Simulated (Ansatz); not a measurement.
The parent structure is Os in the hcp (Mg type) structure (space group P6_3/mmc, No. 194; relaxed with 0.1 eV smearing).

```cif
data_Os2
_chemical_formula_sum 'Os2'
_space_group_name_H-M_alt 'P63/mmc'
_space_group_IT_number 194
_space_group_name_Hall '-P 6c 2c'
_cell_length_a 2.72903
_cell_length_b 2.72903
_cell_length_c 4.30906
_cell_angle_alpha 90.000
_cell_angle_beta 90.000
_cell_angle_gamma 120.000
loop_
_atom_site_label
_atom_site_type_symbol
_atom_site_symmetry_multiplicity
_atom_site_Wyckoff_symbol
_atom_site_fract_x
_atom_site_fract_y
_atom_site_fract_z
_atom_site_occupancy
Os1 Os 2 c 0.33333 0.66667 0.25000 1
```

Level of theory: Ansatz (an electronic-structure program) PBEsol, no spin-orbit coupling.

Base values:

The pressure is 0.0 GPa and the band gap is zero.

The change: every lattice vector is stretched by 1.50 %, atoms relaxed at fixed cell.

Task: Estimate the effect on the energy relative to the base, pressure and band gap.

Result: The energy goes up by 36 meV/atom; the pressure (mean of the normal stresses, compression positive) goes from zero to -17.3 GPa; the band gap is still zero.

The cells carry an imposed strain or load. Stability against distortions was not tested. The final runs are not spin-polarised.
